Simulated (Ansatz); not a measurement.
Base system: SiC in the wurtzite structure (space group P6_3mc, No. 186; a = 3.076 Å, c = 5.048 Å). Axes: x lies along a and z along c of the hexagonal cell.

Method: PBEsol (Ansatz, a program for electronic structure), without spin-orbit coupling.

For the base:

| Property | Result |
|---|---|
| Electron mass | 0.26 mₑ along c, 0.43 mₑ across (at K) |
| Smallest direct gap | 3.86 eV |

Perturbation: biaxial strain −2.40 %, plane normal [001], relaxed out of plane (Cartesian); in-plane vectors clamped, the third vector and the atoms free.

Task: Estimate the effect on the electron mass.

Result: The electron mass becomes 0.26 mₑ out of plane, 0.42 mₑ in plane (at K) (base: 0.26 mₑ along c, 0.43 mₑ across (at K)).

Task: Predict the new smallest direct gap.

Result: The smallest direct gap grows by 0.305 eV, from 3.86 eV to 4.16 eV.

Task: What happens to the out-of-plane strain?

Result: The out-of-plane strain is +0.53 %.

Masses are band curvatures over ±0.01 Å⁻¹ around the edge. Whether these cells are dynamically stable was not tested.
